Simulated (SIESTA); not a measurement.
Input and output of a self-consistent single point for Si (Fd-3m, 2 atoms in the cell) (SIESTA).

Method: GGA PBE, numerical atomic orbitals TZP, PseudoDojo PBE standard norm-conserving potentials (rewritten from UPF to PSML) (SIESTA).

The change in words: lattice scaled by 0.98. Reference geometry:
```yaml
crystal:
  lattice:
    - [0.00000, 2.72185, 2.72185]
    - [2.72185, 0.00000, 2.72185]
    - [2.72185, 2.72185, 0.00000]
  atoms:
    - { symbol: Si, position: [0.25000, 0.25000, 0.25000] }
    - { symbol: Si, position: [0.00000, 0.00000, 0.00000] }
```

Reference input (self-consistent single point, DFT, GGA PBE, numerical atomic orbitals TZP, PseudoDojo PBE standard norm-conserving potentials (rewritten from UPF to PSML)): XC.functional = GGA; XC.authors = PBE; potentials = PseudoDojo PBE standard; PAO.BasisSize = TZP; PAO.EnergyShift = 0.01 Ry; MeshCutoff = 300 Ry; kgrid.MonkhorstPack = 8 8 8; OccupationFunction = FD; ElectronicTemperature = 580.23 K; MaxSCFIterations = 150; SCF.Mixer.Method = Broyden; SCF.Mixer.Weight = 0.2. This run's input differs from it in these lines:

```diff
@@ -9,7 +9,7 @@
 %endblock ChemicalSpeciesLabel
-LatticeConstant              3.849277 Ang
+LatticeConstant              3.772292 Ang
 %block LatticeVectors
-     0.000000000    0.707106815    0.707106815
-     0.707106815    0.000000000    0.707106815
-     0.707106815    0.707106815    0.000000000
+     0.000000000    0.707106714    0.707106714
+     0.707106714    0.000000000    0.707106714
+     0.707106714    0.707106714    0.000000000
 %endblock LatticeVectors
@@ -17,3 +17,3 @@
 %block AtomicCoordinatesAndAtomicSpecies
-     1.360925000    1.360925000    1.360925000  1
+     1.333706500    1.333706500    1.333706500  1
      0.000000000    0.000000000    0.000000000  1
```

Output, abridged:

```
        iscf     Eharris(eV)        E_KS(eV)     FreeEng(eV)     dDmax    Ef(eV) dHmax(eV)
   scf:    1     -228.522645     -229.983039     -229.983069  1.818694 -4.498770  0.389921
   scf:    2     -229.990587     -229.986862     -229.986901  0.005817 -4.447287  0.295568
   scf:    3     -229.996028     -229.991921     -229.992012  0.018963 -4.286997  0.001712
   scf:    4     -229.991927     -229.991924     -229.992015  0.000172 -4.286568  0.001386
   scf:    5     -229.991929     -229.991926     -229.992017  0.000160 -4.286214  0.001066
   [... 5 lines left out ...]
   scf:   11     -229.991930     -229.991930     -229.992020  0.000031 -4.285193  0.000154
   scf:   12     -229.991930     -229.991930     -229.992020  0.000020 -4.285152  0.000130
   scf:   13     -229.991930     -229.991930     -229.992020  0.000014 -4.285123  0.000111
   scf:   14     -229.991930     -229.991930     -229.992020  0.000010 -4.285101  0.000095
SCF Convergence by DM+H criterion
max |DM_out - DM_in|         :     0.0000095503
max |H_out - H_in|      (eV) :     0.0000947214
SCF cycle converged after 14 iterations

Using DM_out to compute the final energy and forces

siesta: E_KS(eV) =             -229.9919

siesta: E_KS - E_eggbox =      -229.9919

siesta: Atomic forces (eV/Ang):
     1    0.000008    0.000008    0.000008
     2   -0.000008   -0.000008   -0.000008
   Tot   -0.000000   -0.000000   -0.000000
   Max    0.000008
   Res    0.000008    sqrt( Sum f_i^2 / 3N )
   Max    0.000008    constrained

Stress tensor Voigt[x,y,z,yz,xz,xy] (kbar):      -87.20      -87.20      -87.20       -0.00       -0.00       -0.00
(Free)E + p*V (eV/cell)     -227.9261
Target enthalpy (eV/cell)     -229.9920

siesta: Program's energy decomposition (eV):
siesta: FreeEng =      -229.992020

   [... lines left out ...]
siesta:    -0.054428   -0.000000   -0.000000
siesta:    -0.000000   -0.054428   -0.000000
siesta:    -0.000000   -0.000000   -0.054428

siesta: Cell volume =         37.957778 Ang**3

siesta: Pressure (static):
siesta:                Solid            Molecule  Units
siesta:           0.00059279          0.00059279  Ry/Bohr**3
siesta:           0.05442790          0.05442761  eV/Ang**3
siesta:          87.20311419         87.20264652  kBar
```

The run converged in 14 iterations. Against the reference run the free energy goes up by 38.3 meV/atom, the pressure goes from 2.01 to 8.72 GPa and the gap on the mesh goes from 0.594 to 0.481 eV.

The starting cell comes from a database of computed structures (which also holds hypothetical and non-ambient phases and stackings), without a prior relaxation at this level. For this run, on top of that: lattice scaled by 0.98. Values carry the incompleteness of an atom-centred basis. With a pressure of about 9 GPa the cell is away from its equilibrium volume at this level.
